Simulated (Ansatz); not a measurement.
AlRu: biaxial strain −2.27 %, plane normal [111], relaxed out of plane

Base system: AlRu in the CsCl type structure (space group Pm-3m, No. 221; a = 2.983 Å). Axes: x, y, z lie along the cube axes.

The change: compressive biaxial strain of 2.27 % in the plane normal to [111], as in epitaxy on a mismatched substrate; the out-of-plane cell vector and the atoms relax.

Computed with r2SCAN/PAW in Ansatz (a quantum-chemistry and plane-wave program), no SOC. Γ-centred 16×16×16 mesh, Fermi–Dirac width 0.05 eV.

* **Volume per atom**: 12.88 Å³ (base 13.27 Å³)
* **Space group**: R-3m (No. 166) (base Pm-3m (No. 221))
* **Shortest interatomic distance**: 2.536 Å (base 2.583 Å)
* **Energy relative to the base (free energy F)**: +20 meV/atom
* **Band gap**: zero (base zero)
* **Out-of-plane strain**: +1.68 % (rough)
* **Mean in-plane stress (compression positive)**: +10.8 GPa (rough)

Without a gap, meshes like the base's 16×16×16 leave anisotropic stresses uncertain by several tenths of a GPa, and small strain energies with them. Stability against distortions was not tested. All final runs are without spin polarisation.
